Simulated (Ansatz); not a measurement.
# A computed series for hypothetical P4_2/mnm GaN: carrier doping

Start from GaN (space group P4_2/mnm, No. 136; a = 5.535 Å, c = 3.214 Å; a hypothetical phase, not in the database extracts checked).

Carriers are added at fixed cell with a uniform background; the Fermi–Dirac width is that of 300 K.

Level of theory: PBE/PAW in Ansatz (a quantum-chemistry and plane-wave program), without spin-orbit coupling.

Notes on the quantities. Fermi level from band edge: Fermi level relative to the doped band's edge (positive inside the band; to 0.05 eV).

| hole density (10^21 cm⁻³) | Fermi level from band edge (eV) |
|---|---|
| 5 | 0.35 |
| 7 | 0.40 |
| 10 | ? |
| 20 | 0.70 |

### Question
Fit E_F = C n^s, fitted as a line in log–log form (a parabolic band gives s = 2/3) to the rows shown and predict the withheld row.

### Answer
Least squares on the printed values gives C = 0.15 eV, s = 0.51 (largest residual 0.01 eV); this predicts 0.49 eV, and the run gives 0.50 eV, in agreement.

Charged cell with a jellium background: band edges are those of the host's band count, energies are not comparable with the neutral cell, and many-body gap narrowing is missing. Stability against distortions was not tested.
